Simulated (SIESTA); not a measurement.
SIESTA run on YAlSi (Cmcm, 6 atoms in the cell): self-consistent single point.

Level of theory: GGA PBEsol, numerical atomic orbitals DZP, PseudoDojo PBEsol standard norm-conserving potentials (rewritten from UPF to PSML) (SIESTA).

The change in words: lattice scaled by 0.98. Reference geometry:
```yaml
crystal:
  lattice:
    - [1.99012, -5.16931, 0.00000]
    - [1.99012, 5.16931, 0.00000]
    - [0.00000, 0.00000, 5.70503]
  atoms:
    - { symbol: Y, position: [0.30520, 0.69480, 0.25000] }
    - { symbol: Y, position: [0.69480, 0.30520, 0.75000] }
    - { symbol: Al, position: [0.00000, 0.00000, 0.50000] }
    - { symbol: Al, position: [0.00000, 0.00000, 0.00000] }
    - { symbol: Si, position: [0.40169, 0.59831, 0.75000] }
    - { symbol: Si, position: [0.59831, 0.40169, 0.25000] }
```

Reference input (self-consistent single point, DFT, GGA PBEsol, numerical atomic orbitals DZP, PseudoDojo PBEsol standard norm-conserving potentials (rewritten from UPF to PSML)): XC.functional = GGA; XC.authors = PBEsol; potentials = PseudoDojo PBEsol standard; PAO.BasisSize = DZP; PAO.EnergyShift = 0.005 Ry; MeshCutoff = 300 Ry; kgrid.MonkhorstPack = 6 6 4; OccupationFunction = FD; ElectronicTemperature = 0.1 eV; MaxSCFIterations = 150; SCF.Mixer.Method = Broyden; SCF.Mixer.Weight = 0.1. This run's input differs from it in these lines:

```diff
@@ -13,5 +13,5 @@
 %block LatticeVectors
-     1.990125000   -5.169310000    0.000000000
-     1.990125000    5.169310000    0.000000000
-     0.000000000    0.000000000    5.705030000
+     1.950322000   -5.065924000    0.000000000
+     1.950322000    5.065924000    0.000000000
+     0.000000000    0.000000000    5.590929000
 %endblock LatticeVectors
@@ -19,8 +19,8 @@
 %block AtomicCoordinatesAndAtomicSpecies
-     1.990125000    2.013963176    1.426257500  1
-     1.990125000   -2.013963176    4.278772500  1
-     0.000000000    0.000000000    2.852515000  2
+     1.950322000    1.973683990    1.397732250  1
+     1.950322000   -1.973683990    4.193196750  1
+     0.000000000    0.000000000    2.795464500  2
      0.000000000    0.000000000    0.000000000  2
-     1.990125000    1.016389732    4.278772500  3
-     1.990125000   -1.016389732    1.426257500  3
+     1.950322000    0.996061977    4.193196750  3
+     1.950322000   -0.996061977    1.397732250  3
 %endblock AtomicCoordinatesAndAtomicSpecies
```

Log, with long lists cut:

```
        iscf     Eharris(eV)        E_KS(eV)     FreeEng(eV)     dDmax    Ef(eV) dHmax(eV)
   scf:    1    -2547.564926    -2578.541462    -2578.595107  1.625078 -5.937822  2.580579
   scf:    2    -2578.937193    -2578.749756    -2578.803401  0.024730 -5.947072  1.987295
   scf:    3    -2579.119473    -2578.996978    -2579.051070  0.065527 -5.973937  0.481394
   scf:    4    -2579.032018    -2579.019872    -2579.074928  0.032502 -5.985293  0.240481
   scf:    5    -2579.021588    -2579.021445    -2579.076518  0.007235 -5.990395  0.085175
   [... 13 lines left out ...]
   scf:   19    -2579.023589    -2579.023589    -2579.078648  0.000015 -6.000832  0.000139
   scf:   20    -2579.023589    -2579.023589    -2579.078648  0.000012 -6.000827  0.000124
   scf:   21    -2579.023589    -2579.023589    -2579.078648  0.000011 -6.000823  0.000112
   scf:   22    -2579.023589    -2579.023589    -2579.078648  0.000009 -6.000819  0.000100
SCF Convergence by DM+H criterion
max |DM_out - DM_in|         :     0.0000093330
max |H_out - H_in|      (eV) :     0.0001002720
SCF cycle converged after 22 iterations

Using DM_out to compute the final energy and forces

siesta: E_KS(eV) =            -2579.0236

siesta: E_KS - E_eggbox =     -2579.0236

siesta: Atomic forces (eV/Ang):
     1   -0.000000    0.056805   -0.000000
     2    0.000000   -0.056805    0.000000
     3    0.000000   -0.000000   -0.000000
     4   -0.000000   -0.000000    0.000000
     5    0.000000    0.212421   -0.000000
     6   -0.000000   -0.212421    0.000000
   Tot   -0.000000    0.000000   -0.000000
   Max    0.212421
   Res    0.073295    sqrt( Sum f_i^2 / 3N )
   Max    0.212421    constrained

   [... lines left out ...]
siesta: FreeEng =     -2579.078648
   [... lines left out ...]
siesta:    -0.032684   -0.000000   -0.000000
siesta:    -0.000000   -0.016480    0.000000
siesta:    -0.000000    0.000000   -0.024248

siesta: Cell volume =        110.478804 Ang**3

siesta: Pressure (static):
siesta:                Solid            Molecule  Units
siesta:           0.00026652          0.00024524  Ry/Bohr**3
siesta:           0.02447059          0.02251727  eV/Ang**3
siesta:          39.20621046         36.07664695  kBar
```

The run converged in 22 iterations. Against the reference run the free energy goes up by 5.7 meV/atom, the pressure goes from -2.00 to 3.92 GPa and the largest force goes from 0.175 to 0.212 eV/Å.

The starting cell comes from a database of computed structures (which also holds hypothetical and non-ambient phases and stackings), without a prior relaxation at this level. For this run, on top of that: lattice scaled by 0.98. Values carry the incompleteness of an atom-centred basis. With a pressure of about 4 GPa the cell is away from its equilibrium volume at this level.

Cost on one core of a shared machine: roughly 8 min.
